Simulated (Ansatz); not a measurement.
End structure of a constructed model of the (110) surface of bcc Fe, ferromagnetic, a pseudomorphic layer of Ni in the host's stacking (bottom of the slab: a bare face, its two planes held):

```
CELL_PARAMETERS angstrom
      2.45146     0.00000     0.00000
     -0.81715     2.31126     0.00000
      0.00000     0.00000    28.50000
ATOMIC_POSITIONS crystal
  Fe 0.50000 0.50000 0.28449
  Fe 0.00000 0.00000 0.35473
  Fe 0.50000 0.50000 0.42516
  Fe 0.00000 0.00000 0.49503
  Fe 0.50000 0.50000 0.56547
  Fe 0.00000 0.00000 0.63674
  Ni 0.50000 0.50000 0.70484
```

Slab: 7 atoms, 12.3 Å thick at the start; k 16x16x1, smearing 0.1 eV, dipole-corrected; 2 atoms held, the rest relaxed; held to the start's symmetry, so lower structures may exist; spin-polarised, ending with about 14.6 μB a cell; orders that need a larger cell were not tried, no spin-orbit, no U. It is one candidate, not shown to be the stable structure of the face.

**Question.** Estimate the work function of the top face that PBE run with Ansatz (a program for electronic structure) returns for this input.

**Answer.** 4.72 eV
